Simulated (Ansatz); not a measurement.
Pressure series in CdSe

The reference is CdSe in the zinc blende structure (space group F-43m, No. 216).

```cif
data_CdSe
_chemical_formula_sum 'Cd1 Se1'
_space_group_name_H-M_alt 'P 1'
_space_group_IT_number 1
_cell_length_a 4.38153
_cell_length_b 4.38153
_cell_length_c 4.38153
_cell_angle_alpha 60.000
_cell_angle_beta 60.000
_cell_angle_gamma 60.000
loop_
_space_group_symop_operation_xyz
  'x, y, z'
loop_
_atom_site_label
_atom_site_type_symbol
_atom_site_fract_x
_atom_site_fract_y
_atom_site_fract_z
_atom_site_occupancy
Cd1 Cd 0.00000 0.00000 0.00000 1
Se1 Se 0.25000 0.25000 0.25000 1
```

Cell and atoms are relaxed at each pressure.

Level of theory: PBE in Ansatz (plane waves to 420 eV, PAW, no spin-orbit coupling).

Notes on the quantities. enthalpy: H = E + PV relative to the base's energy.

| case | electron mass | band gap | shortest interatomic distance | enthalpy |
|---|---|---|---|---|
| base | 0.052 mₑ (at Γ) | 0.49 eV | 2.683 Å | – |
| pressure −2 GPa | 0.044 mₑ (at Γ) | 0.39 eV | 2.729 Å | -0.38 eV/atom |
| pressure −1 GPa | 0.048 mₑ (at Γ) | 0.45 eV | 2.704 Å | -0.19 eV/atom |
| pressure 0.9 GPa | 0.055 mₑ (at Γ) | 0.53 eV | 2.666 Å | +0.17 eV/atom |
| pressure 2.1 GPa | 0.059 mₑ (at Γ) | 0.58 eV | 2.645 Å | +0.38 eV/atom |
| pressure 4.5 GPa | 0.064 mₑ (at Γ) | 0.66 eV | 2.610 Å | +0.80 eV/atom |
| pressure 9 GPa | 0.072 mₑ (at Γ) | 0.79 eV | 2.558 Å | +1.54 eV/atom |
| pressure 15 GPa | 0.080 mₑ (at Γ) | 0.91 eV | 2.504 Å | +2.48 eV/atom |
| pressure 22.5 GPa | ___ | ___ | ___ | +3.57 eV/atom |
| pressure 30 GPa | 0.091 mₑ (at Γ) | 1.10 eV | 2.413 Å | +4.61 eV/atom |

### Question
What belongs in the blanks?

### Answer

- pressure 22.5 GPa, electron mass: 0.086 mₑ (at Γ)
- pressure 22.5 GPa, band gap: 1.02 eV
- pressure 22.5 GPa, shortest interatomic distance: 2.453 Å

Load acts through the strain it causes; cell and atoms are relaxed under it. Effective masses come from finite differences of ±0.01 Å⁻¹. Whether these cells are dynamically stable was not tested. Tetrahedral semiconductors of this kind turn to denser phases somewhere between about 1 and 50 GPa; those were not computed, so compressed cells here can lie past the real transition.

Ansatz is a program for electronic structure.
